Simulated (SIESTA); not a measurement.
**A self-consistent single point of CoPdO₂ (R-3m, 4 atoms in the cell) with SIESTA**

Level of theory: GGA PBEsol+U, numerical atomic orbitals DZP, PseudoDojo PBEsol standard norm-conserving potentials (rewritten from UPF to PSML) (SIESTA).

Input as run:

```
# files in the folder: Co.psml Pd.psml O.psml (PseudoDojo PBEsol standard)
SystemName  CoPdO2
SystemLabel siesta

NumberOfAtoms                4
NumberOfSpecies              3
%block ChemicalSpeciesLabel
  1 27 Co
  2 46 Pd
  3 8 O
%endblock ChemicalSpeciesLabel
LatticeConstant              1.0 Ang
%block LatticeVectors
     1.411790000    0.815097000    5.874957000
    -1.411790000    0.815097000    5.874957000
     0.000000000   -1.630194000    5.874957000
%endblock LatticeVectors
AtomicCoordinatesFormat      Bohr
%block AtomicCoordinatesAndAtomicSpecies
     0.000000000    0.000000000   16.653089586  1
     0.000000000    0.000000000    0.000000000  2
     0.000000000    0.000000000   29.560099976  3
    -0.000000000    0.000000000    3.746079196  3
%endblock AtomicCoordinatesAndAtomicSpecies

XC.functional                GGA
XC.authors                   PBEsol
PAO.BasisSize                DZP
PAO.EnergyShift              0.005 Ry
MeshCutoff                   350 Ry
%block kgrid.MonkhorstPack
    7   0   0  0.0
    0   7   0  0.0
    0   0   7  0.0
%endblock kgrid.MonkhorstPack
OccupationFunction           MP
OccupationMPOrder            1
ElectronicTemperature        136.0 meV
Spin                         polarized
%block DM.InitSpin
  1 +3.00
  2 +0.00
  3 +0.00
  4 +0.00
%endblock DM.InitSpin
DFTU.ProjectorGenerationMethod 2
DFTU.CutoffNorm              0.9
DFTU.FirstIteration          true
%block DFTU.proj
  Co 1
  n=3 2
  3.32 0.00
  0.00 0.00
%endblock DFTU.proj

MaxSCFIterations             150
SCF.Mixer.Method             Pulay
SCF.Mixer.Weight             0.1
SCF.Mixer.History            6
SCF.DM.Tolerance             1.0E-04
Diag.ParallelOverK           true
WriteForces                  true
Charge.Mulliken              end
```

The program printed (abridged):

```
reinit: Reading from file input.fdf

reinit: System Name: CoPdO2
reinit: System Label: siesta

NOTE on units for spin output:
{S} is the spin magnetic moment, in units of the Bohr magneton,
assuming a g-factor for the electron spin of exactly 2.
The spin magnetic moment is then numerically equal to the charge inbalance,
in units of electrons, between the spin-up and -down channels.

coor:   Atomic-coordinates input format  =     Cartesian coordinates
coor:                                            (in Bohr units)

siesta: Atomic coordinates (Bohr) and species
siesta:      0.00000   0.00000  16.65309  1        1
siesta:      0.00000   0.00000   0.00000  2        2
siesta:      0.00000   0.00000  29.56010  3        3
siesta:     -0.00000   0.00000   3.74608  3        4

siesta: System type = bulk

initatomlists: Number of atoms, orbitals, and projectors:      4    64    62

siesta: ******************** Simulation parameters ****************************
redata: Spin configuration                          = collinear
redata: Time-Reversal Symmetry                      = T
redata: Number of Atomic Species                    =        3
redata: Mesh Cutoff                                 =   350.0000 Ry
redata: Net charge of the system                    =     0.0000 |e|
redata: Min. number of SCF Iter                     =        0
redata: Max. number of SCF Iter                     =      150
redata: SCF convergence failure will abort job
redata: SCF mix quantity                            = Hamiltonian
redata: Mix DM or H after convergence               =   F
redata: Recompute H after scf cycle                 =   F
redata: Mix DM in first SCF step                    =   T
redata: No kicks to SCF
redata: DM Mixing Weight for Kicks                  =     0.5000
redata: Require Harris convergence for SCF          =   F
redata: Harris energy tolerance for SCF             =     0.000100 eV
   [... lines left out ...]
superc: Number of atoms, orbitals, and projectors:   2916  46656  45198

                        Single-point calculation

superc: Internal auxiliary supercell:     9 x     9 x     9  =     729
superc: Number of atoms, orbitals, and projectors:   2916  46656  45198

outcell: Unit cell vectors (Ang):
        1.411790    0.815097    5.874957
       -1.411790    0.815097    5.874957
        0.000000   -1.630194    5.874957

outcell: Cell vector modules (Ang)   :    6.096938    6.096938    6.096938
outcell: Cell angles (23,13,12) (deg):     26.7775     26.7775     26.7775
outcell: Cell volume (Ang**3)        :     40.5635
new_DM -- step:     1
Initializing Density Matrix...

Attempting to read DM from file... Failed...
DM filled with atomic data (user-defined):

InitMesh: MESH = 72 x 72 x 72 = 373248
InitMesh: Mesh cutoff (required, used) =   350.000   415.105 Ry
hubbard_term: recalculating local occupations    1
hubbard_term: maximum change in local occup.    0.923419
hubbard_term: recalculating Hamiltonian

stepf: Methfessel-Paxton step function
       Using Hermite-Gauss polynomials of order  1
hubbard_term: recalculating local occupations    1
hubbard_term: maximum change in local occup.    0.339287
hubbard_term: recalculating Hamiltonian
        iscf     Eharris(eV)        E_KS(eV)     FreeEng(eV)     dDmax    Ef(eV) dHmax(eV)
   scf:    1    -8589.539905    -8682.194717    -8682.193463  0.791234 -3.485993 41.944260
     spin moment: {S} , |S| = {        0.0        0.0    4.97680 }     4.97680
   scf:    2    -8707.114681    -8714.636691    -8714.636676  0.517027 -4.930565  9.365243
     spin moment: {S} , |S| = {        0.0        0.0    3.40465 }     3.40465
   scf:    3    -8717.880773    -8717.231797    -8717.231866  0.080660 -4.898161  6.544163
     spin moment: {S} , |S| = {        0.0        0.0    3.57410 }     3.57410
   scf:    4    -8712.176134    -8717.392245    -8717.397672  0.213049 -5.402081  8.491013
     spin moment: {S} , |S| = {        0.0        0.0    2.55457 }     2.55457
   scf:    5    -8706.544227    -8715.863508    -8715.867252  0.263481 -4.948527 11.466928
     spin moment: {S} , |S| = {        0.0        0.0    3.84712 }     3.84712
   scf:    6    -8719.506330    -8718.588647    -8718.584812  0.117427 -5.069298  3.329043
   [... lines left out ...]
hubbard_term: maximum change in local occup.    0.000197
   scf:  141    -8720.242437    -8720.242576    -8720.247821  0.002097 -5.362198  0.003102
     spin moment: {S} , |S| = {        0.0        0.0    0.08091 }     0.08091
hubbard_term: recalculating local occupations   67
hubbard_term: maximum change in local occup.    0.000923
   scf:  142    -8720.242137    -8720.242328    -8720.247807  0.003542 -5.361415  0.001214
     spin moment: {S} , |S| = {        0.0        0.0    0.06560 }     0.06560
hubbard_term: recalculating local occupations   68
hubbard_term: maximum change in local occup.    0.000897
   scf:  143    -8720.242393    -8720.242372    -8720.247831  0.000355 -5.361557  0.001082
     spin moment: {S} , |S| = {        0.0        0.0    0.06711 }     0.06711
hubbard_term: recalculating local occupations   69
hubbard_term: maximum change in local occup.    0.000914
   scf:  144    -8720.242369    -8720.242370    -8720.247830  0.000013 -5.361536  0.000849
     spin moment: {S} , |S| = {        0.0        0.0    0.06706 }     0.06706
SCF Convergence by DM+H criterion
max |DM_out - DM_in|         :     0.0000128243
max |H_out - H_in|      (eV) :     0.0008489467
DFT+U population converged by dTol_pop criteria:
max |pop(DFT+U)_i - pop(DFT+U)_j|:     0.0009135862
SCF cycle converged after 144 iterations

Using DM_out to compute the final energy and forces
hubbard_term: recalculating local occupations   70
hubbard_term: maximum change in local occup.    0.000914
hubbard_term: recalculating Hamiltonian and forces

siesta: E_KS(eV) =            -8720.2424

siesta: E_KS - E_eggbox =     -8720.2424

siesta: Atomic forces (eV/Ang):
     1   -0.000000    0.000000    0.000000
     2   -0.000000   -0.000000   -0.000000
     3    0.000000    0.000010    0.025889
     4    0.000000   -0.000010   -0.025889
   Tot   -0.000000    0.000000    0.000000
   Max    0.025889
   Res    0.010569    sqrt( Sum f_i^2 / 3N )
   Max    0.025889    constrained

Stress tensor Voigt[x,y,z,yz,xz,xy] (kbar):       -7.23       -7.23      -51.78       -0.00        0.00        0.00
(Free)E + p*V (eV/cell)    -8719.6888
Target enthalpy (eV/cell)    -8720.2479

siesta: Program's energy decomposition (eV):
siesta: Ebs     =     -1452.843778
siesta: Eions   =     11357.524920
siesta: Ena     =      1106.400153
siesta: Ekin    =      3684.539586
siesta: Enl     =      -631.351347
siesta: Eso     =         0.000000
siesta: Edftu   =         2.347253
siesta: DEna    =        10.880803
siesta: DUscf   =         2.126982
siesta: DUext   =         0.000000
siesta: Ex      =     -1447.954571
siesta: Ec      =       -89.706334
siesta: Exc     =     -1537.660905
siesta: Eharris =     -8720.242369
siesta: Etot    =     -8720.242396
siesta: FreeEng =     -8720.247856

siesta: Stress tensor (static) (eV/Ang**3):
siesta:    -0.004513   -0.000000    0.000000
siesta:     0.000000   -0.004514   -0.000000
siesta:     0.000000   -0.000000   -0.032320

siesta: Cell volume =         40.563492 Ang**3

siesta: Pressure (static):
siesta:                Solid            Molecule  Units
siesta:           0.00015011          0.00011846  Ry/Bohr**3
siesta:           0.01378249          0.01087639  eV/Ang**3
   [... lines left out ...]
siesta:          22.08199121         17.42589174  kBar
   [... lines left out ...]
               3dz2    3dxz    3dx2-y2
   1  7.992   0.979   0.137  -0.035   0.992   0.996   0.992   0.093   0.089
              0.093   0.807   0.596   1.000   0.596   0.807  -0.038  -0.027

             -0.023  -0.027  -0.038

Species: Pd
Atom  Qatom  Qorb
               4s      5s      5s      4py     4pz     4px     5py     5pz
               5px     4dxy    4dyz    4dz2    4dxz    4dx2-y2 4dxy    4dyz
               4dz2    4dxz    4dx2-y2
   2  8.851   0.972   0.053   0.125   0.983   0.985   0.983   0.140   0.099
              0.140   0.820   0.814   0.495   0.814   0.820   0.105   0.152

              0.095   0.152   0.105

Species: O
Atom  Qatom  Qorb
               2s      2s      2py     2pz     2px     2py     2pz     2px
               3Pdxy   3Pdyz   3Pdz2   3Pdxz   3Pdx2-y2
   3  3.312   0.913  -0.016   0.882   0.872   0.882  -0.081  -0.095  -0.081
              0.005   0.008   0.007   0.008   0.005
   4  3.312   0.913  -0.016   0.882   0.872   0.882  -0.081  -0.095  -0.081
              0.005   0.008   0.007   0.008   0.005

mulliken: Qtot =       23.466

Mulliken Atomic Populations:
Atom #   charge [q] valence [e]      Sz [e]  Species
     1     1.005501   15.994499    0.010953  Co
     2     0.247562   17.752438    0.051188  Pd
     3    -0.626532    6.626532    0.002461  O
     4    -0.626532    6.626532    0.002461  O
 Total     0.000000                0.067063
```

The run converged in 144 iterations.

The starting cell comes from a database of computed structures (which also holds hypothetical and non-ambient phases and stackings), without a prior relaxation at this level. Its lattice was rescaled by a random factor within 2.5 % of one. The moments shrank to a small part of their start, a low-spin state that need not be the lowest. Values carry the incompleteness of an atom-centred basis.

Cost on one core of a shared machine: roughly 10 min.
